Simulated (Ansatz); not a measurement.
The starting structures come from a database of crystals and need not be the phases stable at ambient conditions.

Consider the following.

```
CELL_PARAMETERS angstrom
      5.71772     0.00000     0.00000
      2.85886     6.11046     0.02040
      0.00000     2.09008     6.84438
ATOMIC_POSITIONS crystal
  Pd 0.00000 0.00000 0.50000
  Pd 0.00000 0.00000 0.00000
  Se 0.45626 0.27939 0.68146
  Se 0.54374 0.72061 0.31854
  Se 0.73565 0.72061 0.81854
  Se 0.26435 0.27939 0.18146
  O  0.09559 0.25993 0.37616
  O  0.90441 0.74007 0.62384
  O  0.35552 0.74007 0.12384
  O  0.64448 0.25993 0.87616
  O  0.54528 0.00000 0.25000
  O  0.45472 0.00000 0.75000
  O  0.64306 0.25821 0.49327
  O  0.35694 0.74179 0.50673
  O  0.90126 0.74179 0.00673
  O  0.09874 0.25821 0.99327
```

Space group of this cell: C2/c. The cell was relaxed by PBE-D3(BJ); by r2SCAN its mean pressure is -2.9 GPa.

Transport runs along the normal of the first two printed cell vectors.

The gap is the functional's own, uncorrected, and κ follows it; spin-orbit coupling is left out. Mid-gap values are interpolated between the computed energies.

**Question.** Compute, with r2SCAN (Ansatz, an electronic-structure program), the band gap and the smallest decay constant κ at mid-gap.

**Answer.** Gap 1.23 eV on a 6×6×6 mesh; κ = 0.289 1/Å, at the zone centre.
